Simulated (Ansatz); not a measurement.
Take Al$_{2}$O$_{3}$ in the corundum structure (space group R-3c, No. 167) as the base.

```xyz
10
Lattice="2.3646 1.3652 4.2972 -2.3646 1.3652 4.2972 0.0000 -2.7304 4.2972" Properties=species:S:1:pos:R:3 pbc="T T T"
Al     0.0000     0.0000     8.3535
Al     0.0000     0.0000     1.9076
Al     0.0000     0.0000     4.5382
Al     0.0000     0.0000    10.9840
O      0.7232     1.4777     5.3715
O     -1.6414    -0.1125     5.3715
O     -0.7232    -1.4777     7.5201
O     -0.9181     1.3652     7.5201
O      1.6414     0.1125     7.5201
O      0.9181    -1.3652     5.3715
```

Cartesian axes are those of the cell as printed.

Method: LDA/PAW in Ansatz (an electronic-structure program), no spin-orbit coupling.

Strains are applied to the cell and any free atomic positions relax.

One change was made to it. Results:

The electron mass becomes 0.40 mₑ along y, 0.42 mₑ across (at Γ) (base: 0.43 mₑ along c, 0.39 mₑ across (at Γ)); the energy rises by 6.7 meV/atom; the band gap increases by 0.244 eV to 6.68 eV.

**Question.** Name the change that was made.
A. uniaxial strain ε_xx = −1.50 %
B. uniaxial strain ε_xx = −0.75 %
C. uniaxial strain ε_xx = −2.25 %

**Answer.** C, uniaxial strain ε_xx = −2.25 %. For comparison, the band gap in the other runs: uniaxial strain ε_xx = −0.75 % gives 6.54 eV; uniaxial strain ε_xx = −1.50 % gives 6.61 eV.

Masses are band curvatures over ±0.01 Å⁻¹ around the edge. No phonon test of stability was made.
